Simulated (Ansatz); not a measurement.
In2Ag, response to strain

The reference is In2Ag (space group I4/mcm, No. 140).

```yaml
crystal:
  lattice:
    - [-3.42068, 3.42068, 2.78670]
    - [3.42068, -3.42068, 2.78670]
    - [3.42068, 3.42068, -2.78670]
  atoms:
    - { symbol: In, position: [0.34489, 0.15511, 0.50000] }
    - { symbol: In, position: [0.65511, 0.84489, 0.50000] }
    - { symbol: In, position: [0.15511, 0.65511, 0.81022] }
    - { symbol: In, position: [0.84489, 0.34489, 0.18978] }
    - { symbol: Ag, position: [0.75000, 0.75000, 0.00000] }
    - { symbol: Ag, position: [0.25000, 0.25000, 0.00000] }
```

Cartesian axes are those of the cell as printed.

Strains are applied to the cell and any free atomic positions relax; under stress the whole cell relaxes.

Computed with PBEsol (Ansatz, a quantum-chemistry and plane-wave program), without spin-orbit coupling.

Notes on the quantities. energy relative to the base: free energy F.

```json
[
 {"variant": "base", "space group": "I4/mcm (No. 140)", "shortest interatomic distance": "2.787 Å", "energy relative to the base": "0 meV/atom"},
 {"variant": "uniaxial strain ε_zz = +2.15 %", "space group": "I4/mcm (No. 140)", "shortest interatomic distance": "2.847 Å", "energy relative to the base": "+2.6 meV/atom"},
 {"variant": "uniaxial stress, 5 GPa compression along z", "space group": "I4/mcm (No. 140)", "shortest interatomic distance": "2.657 Å", "energy relative to the base": "+13 meV/atom"},
 {"variant": "tensor shear ε_xy = +2.22 %", "space group": "Fmmm (No. 69)", "shortest interatomic distance": "2.787 Å", "energy relative to the base": "+2.6 meV/atom"}
]
```

Without a gap, meshes like the base's 11×11×11 leave anisotropic stresses uncertain by several tenths of a GPa, and small strain energies with them. Beyond what the load breaks, stability against distortions was not tested.
